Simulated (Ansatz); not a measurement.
Given:

End structure of the (111)A surface of zinc-blende BN, from a spin-polarised start, B-terminated, 2x2 with 3 OH on 4 top atoms (bottom of the slab: 3 H on 4 bottom sites):

```yaml
crystal:
  lattice:
    - [5.12629, 0.00000, 0.00000]
    - [-2.56315, 4.43950, 0.00000]
    - [0.00000, 0.00000, 28.50000]
  atoms:
    - { symbol: N, position: [0.99965, 0.00032, 0.32758] }
    - { symbol: N, position: [0.50069, 0.00032, 0.32758] }
    - { symbol: N, position: [0.99965, 0.49928, 0.32758] }
    - { symbol: N, position: [0.50000, 0.49997, 0.32644] }
    - { symbol: B, position: [0.33983, 0.17963, 0.34415] }
    - { symbol: B, position: [0.83333, 0.16664, 0.34524] }
    - { symbol: B, position: [0.33982, 0.66014, 0.34415] }
    - { symbol: B, position: [0.82035, 0.66015, 0.34415] }
    - { symbol: N, position: [0.33333, 0.16667, 0.39985] }
    - { symbol: N, position: [0.83333, 0.16667, 0.39985] }
    - { symbol: N, position: [0.33333, 0.66667, 0.39985] }
    - { symbol: N, position: [0.83333, 0.66667, 0.39985] }
    - { symbol: B, position: [0.16667, 0.33333, 0.41820] }
    - { symbol: B, position: [0.66667, 0.33333, 0.41820] }
    - { symbol: B, position: [0.16667, 0.83333, 0.41820] }
    - { symbol: B, position: [0.66667, 0.83333, 0.41820] }
    - { symbol: N, position: [0.16634, 0.33308, 0.47327] }
    - { symbol: N, position: [0.66695, 0.33318, 0.47325] }
    - { symbol: N, position: [0.16662, 0.83314, 0.47336] }
    - { symbol: N, position: [0.66678, 0.83346, 0.47327] }
    - { symbol: B, position: [0.00017, 0.99982, 0.49170] }
    - { symbol: B, position: [0.49981, 0.99998, 0.49168] }
    - { symbol: B, position: [0.00013, 0.50001, 0.49155] }
    - { symbol: B, position: [0.49989, 0.49959, 0.49160] }
    - { symbol: N, position: [0.99996, 0.99976, 0.54672] }
    - { symbol: N, position: [0.49995, 0.00013, 0.54663] }
    - { symbol: N, position: [0.00013, 0.49981, 0.54697] }
    - { symbol: N, position: [0.49985, 0.49939, 0.54658] }
    - { symbol: B, position: [0.33305, 0.16628, 0.56597] }
    - { symbol: B, position: [0.83350, 0.16738, 0.56478] }
    - { symbol: B, position: [0.33303, 0.66634, 0.56484] }
    - { symbol: B, position: [0.83337, 0.66551, 0.56477] }
    - { symbol: N, position: [0.33169, 0.16543, 0.62045] }
    - { symbol: N, position: [0.83049, 0.16334, 0.62078] }
    - { symbol: N, position: [0.33617, 0.66782, 0.62069] }
    - { symbol: N, position: [0.83012, 0.66605, 0.62079] }
    - { symbol: B, position: [0.16511, 0.32699, 0.64138] }
    - { symbol: B, position: [0.65600, 0.32719, 0.64084] }
    - { symbol: B, position: [0.16441, 0.83701, 0.64136] }
    - { symbol: B, position: [0.66540, 0.83231, 0.62791] }
    - { symbol: H, position: [0.99769, 0.00227, 0.29158] }
    - { symbol: H, position: [0.50461, 0.00227, 0.29158] }
    - { symbol: H, position: [0.99769, 0.49537, 0.29158] }
    - { symbol: O, position: [0.14488, 0.32346, 0.69044] }
    - { symbol: H, position: [0.33557, 0.36320, 0.70446] }
    - { symbol: O, position: [0.64492, 0.32053, 0.69094] }
    - { symbol: H, position: [0.85192, 0.42333, 0.70376] }
    - { symbol: O, position: [0.14233, 0.81990, 0.69040] }
    - { symbol: H, position: [0.33426, 0.96640, 0.70457] }
```

Slab: 49 atoms, 12.1 Å thick at the start with caps and adatoms (thin: gaps and levels are the slab's own); k 5x5x1, smearing 0.025 eV, dipole-corrected; 8 atoms held, the rest relaxed; no symmetry held; spin-polarised from one start with parallel moments (other orders not tried), no spin-orbit, no U. The starting moment vanished. It is one candidate, not shown to be the stable structure of the face.

Give the highest filled level below the top vacuum level at the level Ansatz (a first-principles code) with PBE.

5.71 eV

What is the computed gap of the slab on its k-mesh (PBE)?

1.19 eV
